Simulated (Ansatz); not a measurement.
Ansatz (a quantum-chemistry and plane-wave program), DFT, r2SCAN, plane waves, its default PAW files, spin-polarised: CeO2 (from the phase in space group 225, mp-20194), 3 atoms, spin-polarised from a ferromagnetic start (1 μB on Ce), ending non-magnetic. Basis and mesh were picked for this test and aren't claimed converged.

cell: 3.87, 3.87, 3.87 Å; 60, 60, 60°
task: single point
k mesh: 6×6×6
hamiltonian.xc: r2scan
kind of files: paw
scf.occupations.method: fermi_dirac
scf.occupations.width: 0.05 eV
output.forces: true
magnetization.spin_polarized: true
binding of workers (--pin): off
k-point pools (--kpoint-pools): 1
memory maximum (--max-ram): 8GiB
accuracy: medium (default)
basis.precision: auto (default)
basis.xc_grid: 4 (default)
scf.eigensolver.kind: auto (default)
scf.convergence.dr2_threshold: 1e-07 (default)
scf.lower_state_search: light (default)
k-points after symmetry (for each spin): 16
bands at the start: 22
electrons: 24
plane waves at Γ: 1037
cutoff (eV): 500
FFT grid: 30×30×30
symmetry operations: 48

Settings of this run: scf.mixing.algorithm = broyden, scf.mixing.preconditioner = auto, scf.mixing.beta = 0.1, scf.algorithm = auto; 4 threads.

| iteration | dr2 (eV) | Hψ |
|---|---|---|
| 1 | 6.46e0 | 2937 |
| 2 | 4.15e0 | 1528 |
| 3 | 8.90e-1 | 1861 |
| 4 | 5.23e-1 | 1016 |
| 5 | 6.04e-2 | 1359 |
| 6 | 5.47e-2 | 1401 |
| 7 | 1.82e-3 | 1334 |
| 8 | 8.75e-4 | 914 |
| 9 | 1.03e-3 | 1222 |
| 10 | 7.50e-5 | 1209 |
| 11 | 6.52e-5 | 719 |
| 12 | 1.79e-5 | 1095 |
| 13 | 4.97e-7 | 1049 |
| 14 | 5.85e-6 | 1231 |
| 15 | 1.16e-7 | 1092 |
| 16 | 1.93e-9 | 1000 |
| 17 | 1.32e-8 | 1942 |
| 18 | 5.43e-8 | 1933 |
| 19 | 2.15e-8 | 1944 |
| 20 | 1.09e-8 | 1537 |
| 21 | 2.79e-9 | 1864 |

It converged after 21 SCF iterations. The residual passes the threshold 5 iterations ahead of the end: the program's stop has further conditions (on the energy's change, on-site and spin residuals, and checks that can put off the close).

### Question
Which change of one setting makes this cycle converge in far fewer steps?

### Answer
Several could match; the one computed here: scf.mixing.beta = 1 (10 SCF iterations) or scf.mixing.beta = 0.7 (11 SCF iterations), all else kept. The other changes of this size gave: scf.mixing.beta = not set (14); scf.mixing.beta = 0.3 (14). In that run the program took: scf.eigensolver.kind band_cg, --slots 4. The first change moves the result by: energy under 0.001 meV/atom, magnetization equal as printed, absolute magnetization under 0.001 μB/atom. Counts are of single runs.

Keys are those of Ansatz 0.2.
